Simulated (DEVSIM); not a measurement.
Device: illuminated Ge n-on-p cell, one wavelength, at 250 K.

Layer 1 from the left is Ge, thickness (μm) 0.270, Nd (cm⁻³) 2.2e18, τn (s) 7.8e-5, τp (s) 1.2e-5, absorption coefficient (cm⁻¹) 7600. Layer 2 from the left is Ge, thickness (μm) 88.0, Na (cm⁻³) 1.3e17, τn (s) 0.00016, τp (s) 0.00016, absorption coefficient (cm⁻¹) 7600.

Left contact: ohmic, minority hole recombination velocity 7e5 cm/s. Right contact: ohmic, minority electron recombination velocity 5e6 cm/s. Voltage is applied to the left contact. Recombination: SRH at mid-gap, radiative, Auger. Light enters at the left, 4.2e17 photons cm⁻² s⁻¹, one pass, no reflection. Mobility is μmin + (μ − μmin)/(1 + (N/Nref)^α).

This is a model device: material constants are rounded textbook-type values typed into the input, and sizes, dopings and lifetimes were drawn at random. Values at 300 K; Nc and Nv go as T^1.5, mobilities as T to minus their exponent, the gap by Varshni's rule with the affinity fixed.

Ge: gap (eV) 0.664, affinity (eV) 4, permittivity 16, Nc (cm⁻³) 1.04e19, Nv (cm⁻³) 6e18, μn (cm²/Vs) 3900, μp (cm²/Vs) 1900, μn,min 150, μp,min 100, Nref,n 2.6e17, Nref,p 4e17, αn 0.56, αp 0.6, T exponent of μn 1.66, T exponent of μp 2.33, B (cm³/s) 6.4e-14, Cn (cm⁶/s) 1e-31, Cp (cm⁶/s) 1e-31, Varshni α (eV/K) 0.000477, Varshni β (K) 235.

DEVSIM, 1D drift-diffusion, Boltzmann statistics, complete ionisation; no tunnelling, impact ionisation, image-force lowering or self-heating.

Dark forward current:

| |V| (V) | |J| (A/cm²) |
|---|---|
| 0.05 | 2.003e-7 |
| 0.10 | 2.234e-6 |
| 0.15 | 2.292e-5 |
| 0.20 | 0.0002334 |
| 0.25 | 0.002377 |
| 0.30 | 0.02419 |
| 0.35 | 0.2459 |
| 0.40 | 2.468 |
| 0.45 | 22.21 |
| 0.50 | 128.2 |
| 0.55 | 416.5 |
| 0.60 | 945.0 |
| 0.65 | 1745 |
| 0.70 | 2832 |

Question: Work out the local ideality factor n = ΔV / (kT/q · ln(J2/J1)) between the rows 0.10 and 0.15 V, 0.65 and 0.70 V.

Answer: kT/q = 21.54 mV. From 0.10 to 0.15 V: ln(2.292e-5/2.234e-6) = 2.328, n = 1.00, near the 1 of diffusion or emission over a barrier. From 0.65 to 0.70 V: ln(2832/1745) = 0.484, n = 4.79.

Question: What current could the absorbed light give at most, and what share is collected?

Answer: Σ αd = 67.1, so qΦ(1 − exp(−Σ αd)) = 67.3 mA/cm². The simulated short-circuit current is 63.32 mA/cm², a share of 0.94.

Question: Estimate the open-circuit voltage by superposition: the voltage at which the dark current equals that short-circuit current.

Answer: Interpolating ln J in the table gives 0.321 V. The simulation gives 0.321 V, the same within the digits that matter. Superposition holds where collection doesn't change with voltage.

Question: Estimate the fill factor from FF0 = (v − ln(v + 0.72))/(v + 1), v = qVoc/(nkT), with n from the dark curve.

Answer: The rows about Voc, 0.30 and 0.35 V, give n = 1.00, so v = 14.9 and FF0 = 0.764. The simulation gives 0.762, the same within the digits that matter.
